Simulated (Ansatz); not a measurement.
# Response to strain in ZnO

Start from ZnO in the wurtzite structure (space group P6_3mc, No. 186; a = 3.187 Å, c = 5.153 Å). Axes: x lies along a and z along c of the hexagonal cell.

Strains are applied to the cell and any free atomic positions relax.

Calculations: plane-wave PAW DFT at the LDA level (Ansatz, a quantum-chemistry and plane-wave program, 420 eV), scalar-relativistic without spin-orbit coupling.

Notes on the quantities. pressure: mean of the normal stresses, compression positive; energy relative to the base: free energy F.

```json
[
 {"change": "base", "pressure": "0.00 GPa", "energy relative to the base": "0 meV/atom", "shortest interatomic distance": "3.673 bohr", "band gap": "0.80 eV"},
 {"change": "uniaxial strain ε_zz = +0.60 %", "pressure": "-0.96 GPa", "energy relative to the base": "+0.3 meV/atom", "shortest interatomic distance": "3.680 bohr", "band gap": "0.78 eV"},
 {"change": "uniaxial strain ε_zz = +1.20 %", "pressure": "(withheld)", "energy relative to the base": "(withheld)", "shortest interatomic distance": "(withheld)", "band gap": "(withheld)"},
 {"change": "uniaxial strain ε_zz = +1.80 %", "pressure": "-2.81 GPa", "energy relative to the base": "+2.7 meV/atom", "shortest interatomic distance": "3.695 bohr", "band gap": "0.75 eV"},
 {"change": "uniaxial strain ε_zz = +2.40 %", "pressure": "-3.70 GPa", "energy relative to the base": "+4.8 meV/atom", "shortest interatomic distance": "3.702 bohr", "band gap": "0.73 eV"},
 {"change": "uniaxial strain ε_zz = +3.00 %", "pressure": "-4.56 GPa", "energy relative to the base": "+7.6 meV/atom", "shortest interatomic distance": "3.708 bohr", "band gap": "0.71 eV"}
]
```

### Question
What belongs in the blanks?

### Answer

- uniaxial strain ε_zz = +1.20 %, pressure: -1.90 GPa
- uniaxial strain ε_zz = +1.20 %, energy relative to the base: +1.2 meV/atom
- uniaxial strain ε_zz = +1.20 %, shortest interatomic distance: 3.688 bohr
- uniaxial strain ε_zz = +1.20 %, band gap: 0.77 eV

Whether these cells are dynamically stable was not tested.
